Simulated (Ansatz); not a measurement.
SiGe (P6₃mc, No. 186, 4 atoms in the cell; start mp-978534) was calculated with G0W0@PBEsol (hard PAW, contour deformation, complete-basis limit; Ansatz, a first-principles code).

Run with largest k mesh 6×6×2 (not extrapolated in the mesh).

Cell (relaxed with PBEsol):

```
GeSi
1.0
    3.90648     0.00000     0.00000
   -1.95324     3.38311     0.00000
    0.00000     0.00000     6.42872
Si Ge
2 2
Cartesian
  1.95324   1.12770   5.62496
  0.00000   2.25541   2.41060
  1.95324   1.12770   3.21453
  0.00000   2.25541   0.00017
```

### Question
What does this level give for the band gap?

### Answer

- band gap = 0.93 eV (indirect)

Note: filled d or f shells below the valence bands can shift G0W0 gaps through exchange with them, which wasn't tested here; the gap holds a correction of +0.12 eV to the complete basis, taken at k points off the band edges.

Spin–orbit coupling is not included.

Computing time: around 2.9 core-hours (rough).

A start named mp-… is a Materials Project structure, which need not be a measured phase.
